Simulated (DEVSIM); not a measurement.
System: abrupt Si n-p junction, at 350 K.

| layer (left to right) | material | thickness (μm) | Nd (cm⁻³) | Na (cm⁻³) | τn (s) | τp (s) |
|---|---|---|---|---|---|---|
| 1 | Si | 17.0 | 2.2e18 | - | 2.2e-5 | 2.2e-5 |
| 2 | Si | 0.880 | - | 2.6e15 | 2.2e-5 | 2.2e-5 |

Left contact: ohmic. Right contact: ohmic. Voltage is applied to the left contact. Recombination: SRH at mid-gap, Auger. Mobility is μmin + (μ − μmin)/(1 + (N/Nref)^α).

The device is made up for the run: typed textbook-type constants, with dimensions and the other settings drawn at random. Values at 300 K; Nc and Nv go as T^1.5, mobilities as T to minus their exponent, the gap by Varshni's rule with the affinity fixed.

```tsv
parameter	Si
gap (eV)	1.124
affinity (eV)	4.05
permittivity	11.7
Nc (cm⁻³)	2.86e19
Nv (cm⁻³)	3.1e19
μn (cm²/Vs)	1417
μp (cm²/Vs)	470
μn,min	52
μp,min	45
Nref,n	9.7e16
Nref,p	2.2e17
αn	0.68
αp	0.72
T exponent of μn	2.3
T exponent of μp	2.2
Cn (cm⁶/s)	2.8e-31
Cp (cm⁶/s)	9.9e-32
Varshni α (eV/K)	0.000473
Varshni β (K)	636
```

DEVSIM, 1D drift-diffusion, Boltzmann statistics, complete ionisation; no tunnelling, impact ionisation, image-force lowering or self-heating.

Base results: dark forward voltage at 100 A/cm² (V) 0.532; potential step across the device at zero bias (V) 0.736; largest field in the device at zero bias (V/cm) 89000.

Task: What follows from this one change: temperature 350 → 500 K?

Result: dark forward voltage at 100 A/cm² 0.532 → 0.216 V; potential step across the device at zero bias 0.736 → 0.485 V; largest field in the device at zero bias 89000 → 110000 V/cm.

Task: What follows from this one change: doping Na of layer 2 2.6e+15 → 7.8e+15 cm^-3?

Result: dark forward voltage at 100 A/cm² 0.532 → 0.564 V; potential step across the device at zero bias 0.736 → 0.769 V; largest field in the device at zero bias little changed (93000 V/cm).

Task: What follows from this one change: doping Nd of layer 1 2.2e+18 → 2.2e+17 cm^-3?

Result: dark forward voltage at 100 A/cm² 0.532 → 0.541 V; potential step across the device at zero bias 0.736 → 0.667 V; largest field in the device at zero bias 89000 → 33000 V/cm.

Task: What follows from this one change: constant mobility in place of the doping-dependent one?

Result: dark forward voltage at 100 A/cm² 0.532 → 0.526 V; potential step across the device at zero bias little changed (0.736 V); largest field in the device at zero bias little changed (89000 V/cm).
